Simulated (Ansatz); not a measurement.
Cell and atoms of amorphous Si$_{30}$N$_{40}$Mo:

```
CELL_PARAMETERS angstrom
      9.56913     0.09381     0.00256
      0.09381     9.30527     0.43949
      0.00256     0.43949     9.39817
ATOMIC_POSITIONS crystal
  Si 0.69074 0.69799 0.62840
  Si 0.19168 0.54360 0.96706
  Si 0.09921 0.83868 0.30316
  Si 0.67850 0.49301 0.09999
  Si 0.67269 0.91468 0.37031
  Si 0.34938 0.25751 0.40966
  Si 0.57804 0.37889 0.63990
  Si 0.26685 0.06897 0.21300
  Si 0.11416 0.08776 0.41273
  Si 0.41622 0.80566 0.38637
  Si 0.39458 0.02573 0.95030
  Si 0.53900 0.49244 0.39201
  Si 0.74198 0.86625 0.81712
  Si 0.25508 0.56046 0.27774
  Si 0.89543 0.59559 0.91641
  Si 0.93854 0.84404 0.58096
  Si 0.10776 0.18994 0.94598
  Si 0.23615 0.67848 0.67425
  Si 0.40503 0.67956 0.98915
  Si 0.57557 0.19839 0.19045
  Si 0.84389 0.01175 0.10340
  Si 0.60181 0.80519 0.08743
  Si 0.58297 0.27690 0.89105
  Si 0.45358 0.91119 0.63596
  Si 0.02030 0.52464 0.66694
  Si 0.25703 0.15019 0.69171
  Si 0.29156 0.37054 0.77124
  Si 0.05419 0.37764 0.44523
  Si 0.84468 0.30022 0.87716
  Si 0.97547 0.68828 0.14218
  N  0.47215 0.38848 0.78825
  N  0.96307 0.87417 0.17344
  N  0.38133 0.02762 0.76258
  N  0.51859 0.94513 0.46168
  N  0.93279 0.46020 0.53323
  N  0.27569 0.88836 0.28016
  N  0.21138 0.38751 0.35523
  N  0.19235 0.36183 0.93198
  N  0.72186 0.06853 0.24032
  N  0.30215 0.64567 0.84625
  N  0.60659 0.39502 0.24544
  N  0.05133 0.71013 0.65901
  N  0.93145 0.16293 0.00373
  N  0.93769 0.45058 0.82580
  N  0.70734 0.35637 0.98741
  N  0.08704 0.15041 0.76470
  N  0.62848 0.54389 0.55393
  N  0.86407 0.96745 0.70307
  N  0.57680 0.63409 0.02768
  N  0.34025 0.78939 0.57193
  N  0.73674 0.90798 0.99367
  N  0.79800 0.69171 0.78730
  N  0.48215 0.33496 0.49522
  N  0.39981 0.61516 0.36449
  N  0.43919 0.85724 0.01530
  N  0.59379 0.79791 0.26793
  N  0.78513 0.80344 0.49418
  N  0.04622 0.92191 0.45073
  N  0.51977 0.14863 0.00998
  N  0.09352 0.65462 0.28708
  N  0.98915 0.20694 0.46692
  N  0.25916 0.12958 0.51378
  N  0.30174 0.56711 0.10422
  N  0.59304 0.82773 0.72320
  N  0.20392 0.49438 0.65223
  N  0.23470 0.07562 0.02895
  N  0.40689 0.17535 0.26225
  N  0.05016 0.65775 0.97971
  N  0.83697 0.57959 0.09921
  N  0.70336 0.25497 0.73846
  Mo 0.90888 0.16372 0.66331
```

Methods: PBE, scalar-relativistic without spin-orbit coupling (Ansatz, a first-principles code); r2SCAN, scalar-relativistic without spin-orbit coupling (Ansatz); HSE06, scalar-relativistic without spin-orbit coupling (Ansatz). Neutral PBE cell, which sets geometry, pressure and energy: sampling: a 2×2×2 Γ-centred mesh; Fermi-Dirac width 0.02 eV; no spin polarisation. The usual formal charges leave 6 electrons over, so the level spacing at the Fermi energy parts defect or band states and needn't be the band gap. Exact exchange is cut at the faces of this 9 Å cell, which leaves hybrid gaps a finite-size error.

It comes from a melt-quench run on a machine-learned potential (CHGNet), relaxed afterwards by DFT. N atoms were pushed apart under 1.9 Å during the dynamics, to hinder bonds among them. The hot cell started wider than the set density and was brought back towards it in steps. It is the lowest in DFT energy of 2 quenches. It is a model cell: composition and starting density were chosen by hand, and all elements were melted together. No dispersion term was used. Its density started from a set value of 3.09 and ended at 2.98 g/cm³. The quench (nominally 380 K/ps over its main leg) was far faster than any real one, so the model tends to hold more defects than a real film. Values belong to this one cell and scatter from quench to quench. Volume and shape were free in the relaxation.

**Question.** Give the pressure, the energy against reference phases and the spacing of the highest filled and lowest empty levels.

**Answer.** 
```json
{
 "Pressure on a 2×2×2 Γ-centred mesh": "0.04 GPa",
 "Largest force and stress component on that mesh (the relaxation ran on the zone centre alone)": "0.13 eV/Å and 0.1 GPa",
 "Energy relative to beta Si3N4 + bcc Mo (lowest mix at this level among the phases computed, not always the ambient ones)": "0.379 eV/atom",
 "Level spacing at the Fermi energy on a 2×2×2 Γ-centred mesh (PBE)": "0.90 eV",
 "Level spacing at the Fermi energy at the zone centre (PBE)": "0.96 eV",
 "Level spacing at the Fermi energy at the zone centre (r2SCAN)": "1.25 eV",
 "Level spacing at the Fermi energy at the zone centre (HSE06)": "2.22 eV",
 "Distance between the nearest levels spread over more than a fifth of the atoms or a third of the atoms of their main element (six at least) (PBE, zone centre)": "2.96 eV"
}
```

**Question.** At PBE and the zone centre, how localised are the states just below and above the Fermi level (participation number: the atoms over which a state spreads)?

**Answer.** The highest filled state is spread over 5.1 atoms' worth, largest on Mo71, with weights by element (charge in smoothed Voronoi cells) Mo 0.42, N 0.41, Si 0.17. The lowest empty state is spread over 3.1 atoms' worth, largest on Mo71, with weights by element (charge in smoothed Voronoi cells) Mo 0.55, N 0.32, Si 0.13.

At PBE the levels at both edges of the gap are localised (band-tail or defect states), and the nearest spread-out levels lie 3.0 eV apart at the zone centre.

Cut-offs for bonds: Si-Si 2.60 Å, Si-N 2.14 Å, Si-Mo 2.74 Å, N-N 1.70 Å, N-Mo 2.48 Å, Mo-Mo 3.04 Å. Two cations that share two anions don't count as bonded, nor two that share one unless they lie closer than Si-Si 2.38 Å, Si-Mo 2.66 Å, Mo-Mo 2.95 Å.

Added carriers, by PBE, scalar-relativistic without spin-orbit coupling (Ansatz) on the zone centre alone. Charged cells keep the cell fixed and stand in a uniform background, with no image correction, at a width of 0.01 eV; where the count is odd the moment is locked at 1 μB, unless the neutral cell bore moments. Each starts from the undistorted neutral geometry alone. PBE's self-interaction favours spread-out carriers, so it can miss traps that a hybrid finds.

**Question.** What happens at PBE when the cell takes an extra electron and the atoms relax?

**Answer.** Relaxation lowers the charged cell by 0.43 eV. The largest moves are N43 0.25 Å, N70 0.24 Å, N61 0.23 Å, Mo71 0.23 Å. The level that holds the added charge spreads over 3.2 atoms' worth, most on Mo71 (weight 0.54): a localised (trapped) carrier, which neighbours of that atom can share. Bonds broken: Si29-N70. Made neutral again at that geometry, the cell lies +0.44 eV from the neutral start.

**Question.** What happens at PBE when the cell takes a hole and the atoms relax?

**Answer.** Relaxation lowers the charged cell by 0.44 eV. The largest moves are N35 0.24 Å, Si29 0.21 Å, N45 0.19 Å, N70 0.16 Å. The level that was emptied spreads over 3.2 atoms' worth, most on Mo71 (weight 0.54): a localised (trapped) carrier, which neighbours of that atom can share. No bond crosses its cut-off with a change of over 0.15 Å (metal-metal contacts aside). Made neutral again at that geometry, the cell lies +0.41 eV from the neutral start (a closed shell was imposed there, with levels 0.50 eV apart, so this is an upper bound).

A PBE run started with 1 μB on atoms that lack a bond or may hold spare charge lost its moments; other starts weren't tried.
